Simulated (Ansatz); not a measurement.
Given:

End structure of NH2 on the 1x1 (0001) surface of hcp Ti, one in a 2x2 cell, started at the site 'bridge Ti-Ti (span 2.9 Å)':

```yaml
crystal:
  lattice:
    - [5.87727, 0.00000, 0.00000]
    - [-2.93864, 5.08987, 0.00000]
    - [0.00000, 0.00000, 26.00000]
  atoms:
    - { symbol: Ti, position: [0.33333, 0.16667, 0.36988] }
    - { symbol: Ti, position: [0.33333, 0.66667, 0.36988] }
    - { symbol: Ti, position: [0.83333, 0.16667, 0.36988] }
    - { symbol: Ti, position: [0.83333, 0.66667, 0.36988] }
    - { symbol: Ti, position: [0.16667, 0.33333, 0.45305] }
    - { symbol: Ti, position: [0.16667, 0.83333, 0.45305] }
    - { symbol: Ti, position: [0.66667, 0.33333, 0.45305] }
    - { symbol: Ti, position: [0.66667, 0.83333, 0.45305] }
    - { symbol: Ti, position: [0.33002, 0.16579, 0.54660] }
    - { symbol: Ti, position: [0.33118, 0.66891, 0.54676] }
    - { symbol: Ti, position: [0.83909, 0.16095, 0.54742] }
    - { symbol: Ti, position: [0.83439, 0.67016, 0.54660] }
    - { symbol: Ti, position: [0.17628, 0.34349, 0.63262] }
    - { symbol: Ti, position: [0.16441, 0.83575, 0.63173] }
    - { symbol: Ti, position: [0.66962, 0.33065, 0.62690] }
    - { symbol: Ti, position: [0.65655, 0.82381, 0.63263] }
    - { symbol: N, position: [0.00093, 0.00027, 0.68506] }
    - { symbol: H, position: [0.06253, 0.94036, 0.71673] }
    - { symbol: H, position: [0.90536, 0.09321, 0.70129] }
```

Set-up: 19 atoms, 6.8 Å thick at the start under the adsorbate (thin: gaps and levels are the slab's own); mesh 6x6x1; 0.1 eV smearing; dipole correction on; 8 atoms held, the rest relaxed; no symmetry held; no spin, no spin-orbit, no U, no dispersion correction. At the end it is bonded to 3 Ti. In PBE it is, or lies within 0.03 eV of, the lowest of the starts that converged.

A negative adsorption energy means that the adsorbate is more stable on the surface than in its reference.

**Question.** Estimate the adsorption energy against NH3(g) − ½ H2(g) that PBE (Ansatz, a first-principles code) returns for this input.

**Answer.** -146 kJ/mol

**Question.** Give the work function of the top face at the level PBE.

**Answer.** 3.29 eV

**Question.** Give the change of the work function at the level PBE.

**Answer.** -1.11 eV

**Question.** Give the change of the step from the bottom to the top vacuum level, against the clean slab at the level PBE.

**Answer.** -1.10 eV
